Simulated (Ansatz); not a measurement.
For Sb (model structure, started from the diamond type, Fd-3m, No. 227, 2 atoms in the cell), PBE-D3(BJ) (Ansatz, an electronic-structure program, plane waves, PAW) gives:

- lattice parameter a: 6.885 Å
- cohesive energy: 2.71 eV/atom

**Question.** What does r²SCAN+rVV10 (PAW; Ansatz) give for the same quantities?

**Answer.** 
- lattice constant a: 6.900 Å (grows by 0.2 %)
- cohesive energy: 2.36 eV/atom (decreases by 0.35 eV/atom)

Changes are worked out from the printed values.

Unless a cell is named, each level is at its own relaxed cell (PBE-D3(BJ) 40.79, r²SCAN+rVV10 41.06 Å³/atom).

Levels without +SOC leave out spin–orbit coupling, which shifts energies and cells of such heavy elements.

Ansatz's density-functional and Hartree–Fock values are scalar-relativistic unless marked +SOC, with PAW data made under PBE.

A model structure was made by putting elements into a prototype or built by hand; it is no filed structure, need not be a known phase, and can be a saddle point held by its symmetry.
